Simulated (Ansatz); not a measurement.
The parent structure is LiNbO3 (space group R3c, No. 161; a = 5.1899 Å, c = 14.0145 Å (hexagonal axes)).

Method: PBE (Ansatz, a program for electronic structure; PAW; 420 eV plane waves; no SOC).

Strains are applied to the cell and any free atomic positions relax.

One change was made to it. Results:

```csv
quantity,base,after
"pressure (mean of the normal stresses, compression positive)",0.01 GPa,-2.15 GPa
largest internal atomic displacement,–,0.022 Å
energy relative to the base (free energy F),0 meV/atom,+1.7 meV/atom
```

Problem. Name the change that was made.
(A) isotropic strain +2.25 %
(B) isotropic strain +0.75 %
(C) isotropic strain +3.00 %

Solution. B, isotropic strain +0.75 %. For comparison, the energy relative to the base in the other runs: isotropic strain +3.00 % gives +24 meV/atom; isotropic strain +2.25 % gives +14 meV/atom.

Stability against distortions was not tested.
